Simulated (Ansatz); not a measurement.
beta Si3N4: the defect Mg on the Si site

All values below come from PBE, PAW (plane waves to 420 eV; Ansatz, a first-principles code). Cell: 84 sites, 1×1×3; final energies on a 2×2×2 shifted mesh. Site at the start: the Si(1,4-fold) site. Finite-size correction: monopole term and site-potential alignment. Dielectric constants: PBE linear response of the host. Host gap at this level: 4.25 eV. Finite-size and sampling errors can reach tenths of an eV here. The semilocal functional narrows the gap, so deep levels can fall outside it. Spin–orbit coupling is left out. Each state is the lowest found from its start.

Formation energies E_f are given with the Fermi level at the valence-band maximum. Chemical conditions: Si-rich (Δμ(Si) = 0.00 eV, Δμ(Mg) = -0.24 eV, bounded by antifluorite Mg2Si; only phases computed here count, gases as isolated molecules at 0 K). Reference phases: Mg: hcp Mg, Si: silicon.

```tsv
charge	moment (μB)	largest move off a lattice site (Å)	image correction with alignment (eV)	E_f, Si-rich (eV)
+1*	1.0	0.23	–	–
0†	not spin-polarised	0.23	0.00	5.08
−1	1.0	0.23	0.28	5.19
−2	not spin-polarised	0.23	0.93	5.93
```

* At this level the carrier isn't localised at the defect: at charge +1 holes occupy the valence band. Such a state is shallow or no state of the defect, and this cell gives it no level.

† Not settled in this cell, so no level is given: charge 0: a level filled in part, no spin-polarised start tried.

Transition levels above the valence-band maximum: ε(−1/−2) = 0.74 eV. With a charge missing or unsettled, these needn't be thermodynamic levels.

Flagged in the runs: a doubtful potential alignment, a host whose relaxation on this sampling wasn't shown to rest, a strain field that reaches the edge of the cell.

All states together cost roughly 2.0 core-hours.
